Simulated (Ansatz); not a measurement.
Base system: Cu2O (space group Pn-3m, No. 224; a = 4.246 Å).

Modification: cell and atoms relaxed at a pressure of 18 GPa.

Levels (all Ansatz, a program for electronic structure, PAW): r2SCAN (500 eV, scalar-relativistic without spin-orbit coupling); HSE06 (420 eV, no SOC).

The geometry is relaxed with r2SCAN.

| Item | Value |
|---|---|
| r2SCAN band gap | 1.03 eV |

With HSE06 at the same geometry, the band gap goes up by 0.957 eV (1.03 eV → 1.98 eV).

Single points use the geometry relaxed with r2SCAN. Their cutoffs differ, which shifts pressures a little. Load acts through the strain it causes; cell and atoms are relaxed under it. No phonon test of stability was made. Competing high-pressure phases were not computed. No Hubbard U is applied. All final runs are without spin polarisation.
